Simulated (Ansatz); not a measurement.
# A self-consistent single point of LaC₂ (Imm2, 3 atoms in the cell) with Ansatz

Method: PBEsol, default PAW files made with PBE (plane waves; Ansatz, an electronic-structure program).

The input file:

Ansatz 0.2 input:
```yaml
# LaC2
crystal:
  lattice:
    - [-2.00510200, 2.44235000, 2.72872700]
    - [2.00510200, -2.44235000, 2.72872700]
    - [2.00510200, 2.44235000, -2.72872700]
  atoms:
    - { symbol: La, position: [0.00916200, 0.00916200, 0.00000000] }
    - { symbol: C, position: [0.63322000, 0.50000000, 0.13322000] }
    - { symbol: C, position: [0.36678000, 0.50000000, 0.86678000] }
basis:
  ecutwfc: 30.9 Ry
kpoints:
  mp_grid: { grid: [11, 11, 11] }
hamiltonian:
  xc: pbesol
  pseudopotentials: { kind: paw }
scf:
  occupations: { method: gaussian, width: 0.0073 Ry }
output:
  forces: true
  eigenvalues: true
  stress: true
```

Output, abridged:

```
WARN ansatz: RAYON_NUM_THREADS=1 ignored (pool sized by the plan → 1); use --threads N
Pseudopotentials: kind: paw
Pseudopotential: La, paw, valence charge 11
Pseudopotential: C, paw, valence charge 4
Crystal: 3 atoms, lattice volume = 53.452 Å³
Basis set: ecut = 420.4159175005146 eV, 1039 PW (Γ), exchange–correlation on 60×60×60 points (8 copies of the dense FFT grid, shifted against one another)
Bands: 14, of which v1, the nominal top of the filled ones, is band 10 counted from 1 (9 counted from 0)
Symmetry: 4 space group operations
Space group: Imm2 (ITA 44), of the structure as read, at distance tolerance 3.8e-5 Å
k-points: 216 of 1331 (time reversal used)
PAW frozen core: La, regenerated for the run's functional, and the local potential with it
PAW frozen core: C, regenerated for the run's functional, and the local potential with it
Initial density: superposition of atomic densities (neutral atoms: chi_scale 0, normalization atom), corrected by the library's trained network
Initial wavefunctions: pseudopotential atomic-orbital guess
Eigensolver: davidson
Functional: x = pbesol(κ = 0.804, μ = 0.12345679012345678), c = pbesol(β = 0.046)
SCF iter   1: F=—  HF=-6654.814712 eV  |F-HF|=—  |Δ(HF+E_count)|=         —  Δρ=6.86e-3  dr2=3.06e-2  ethr=1.77e-3  ⟨swp⟩=4.1  Hψ=13768  notcnv=0
all-band conjugate gradients solve this SCF's bands
preconditioner: auto → Kerker (q_TF=auto, 2.296 Å⁻¹)
SCF iter   2: F=—  HF=-6654.808111 eV  |F-HF|=—  |Δ(HF+E_count)|=   6.60e-3  Δρ=3.53e-3  dr2=8.45e-3  ethr=1.61e-4  ⟨swp⟩=2.0  Hψ=6214  notcnv=0
SCF iter   3: F=—  HF=-6654.806206 eV  |F-HF|=—  |Δ(HF+E_count)|=   1.91e-3  Δρ=9.78e-4  dr2=7.16e-4  ethr=4.45e-5  ⟨swp⟩=3.1  Hψ=5740  notcnv=0
SCF iter   4: F=—  HF=-6654.806152 eV  |F-HF|=—  |Δ(HF+E_count)|=   5.42e-5  Δρ=2.20e-4  dr2=2.60e-5  ethr=3.77e-6  ⟨swp⟩=2.0  Hψ=4908  notcnv=0
SCF iter   5: F=—  HF=-6654.806168 eV  |F-HF|=—  |Δ(HF+E_count)|=   1.64e-5  Δρ=5.53e-5  dr2=1.73e-6  ethr=1.37e-7  ⟨swp⟩=2.4  Hψ=4769  notcnv=0  defer=14
SCF iter   6: F=—  HF=-6654.806170 eV  |F-HF|=—  |Δ(HF+E_count)|=   1.82e-6  Δρ=1.15e-5  dr2=1.14e-7  ethr=9.11e-9  ⟨swp⟩=2.6  Hψ=4692  notcnv=0  defer=16
SCF iter   7: F=-6654.806170 eV  HF=-6654.806170 eV  |F-HF|=6.41e-10  |Δ(HF+E_count)|=   7.63e-8  Δρ=3.49e-6  dr2=1.27e-8  ethr=5.26e-10  ⟨swp⟩=6.5  Hψ=13739  notcnv=0
SCF 1 converged in 7 iterations: F = -6654.806170 eV  dr2 = 1.27e-8
SCF converged after 7 iterations
Free energy (F): -6654.806170 eV
Harris-Foulkes:  -6654.806170 eV  (|F-HF|=6.41e-10)
Internal energy: -6654.801521 eV  (E = F + TS)
E sigma→0 (E₀):  -6654.803846 eV
Entropy (-TS):   -0.004649 eV (-1.550 meV/atom)
Fermi energy:    9.918091 eV
--- Per-component energies (eV) ---
  E_band       = -40.602837
  E_kinetic    = 363.155693
  E_local      = -547.278309  (includes V_loc(G=0)·N_el)
  E_nonlocal   = 153.398763
  E_hartree    = 165.609321
  E_xc         = -231.566117
  E_vxc        = -262.924445  (∫ρ·V_xc dr)
  E_paw        = -5519.099538  (= ΣΔE_a)
  E_vpaw       = -78.172233  (= ΣTr[D̂ρ^β])
  E_aug_tail   = 0.000014  (compensation charges beyond the density's cutoff)
  E_ewald      = -1039.233058
  E_core_change = 0.211710  (= ΣΔE_core)
  E_smearing   = -0.004649  (= −TS)
  E_closure    = 0.000000  (closes the sum)
  Σ components = -6654.806170   (vs F -6654.806170, Δ=0.00e0)
--- Forces (eV/Å), atoms counted from 1 ---
  atom   1  La     0.00000000     0.00000000    -0.32240884
  atom   2  C      0.00000000    -0.25900342     0.16119897
  atom   3  C      0.00000000     0.25900342     0.16119897
  max |Σ_I F_I| component: 1.09e-5 eV/Å
--- Stress (GPa, compression-positive) ---
       -3.236705       0.000000       0.000000
        0.000000      -4.690422       0.000000
        0.000000       0.000000      -4.340128
  P = ⅓ Tr σ = -4.0891 GPa (-40.891 kbar)
  The stress holds the Pulay correction. Without it, at fixed plane waves, as pw.x and ABINIT print it: P = -4.2761 GPa
--- Band table (eV; the first three rows and the last of 216) ---
  k-point 0: bands = ["-22.7162", "-6.3555", "-6.2393", "-6.1296", "-4.7839", "4.5331", "5.1190", "6.5196", "6.8114", "8.3123", "9.2994", "11.6733", "11.6946", "11.7256"]
  k-point 1: bands = ["-22.7097", "-6.4179", "-6.2569", "-6.2038", "-4.6740", "4.1445", "5.4459", "6.4084", "6.7644", "8.4211", "9.6987", "11.3967", "11.8024", "11.9681"]
  k-point 2: bands = ["-22.6922", "-6.6005", "-6.3028", "-6.2967", "-4.5045", "3.7510", "5.7791", "6.2495", "6.6943", "8.5758", "10.4730", "11.3051", "11.9158", "12.0445"]
  k-point 215: bands = ["-22.6250", "-6.8020", "-6.7755", "-6.4360", "-4.6745", "4.4044", "5.7428", "6.3205", "6.4462", "10.3984", "11.0273", "11.8216", "11.8496", "12.0793"]
```

The run converged in 7 iterations.

The starting cell comes from a database of computed structures (which also holds hypothetical and non-ambient phases and stackings), without a prior relaxation at this level. Its lattice was rescaled by up to half a per cent. One atom was moved a little off its site on purpose. With a pressure of about -4 GPa the cell is away from its equilibrium volume at this level. Ansatz's pressure includes its estimate of the finite-basis (Pulay) stress.
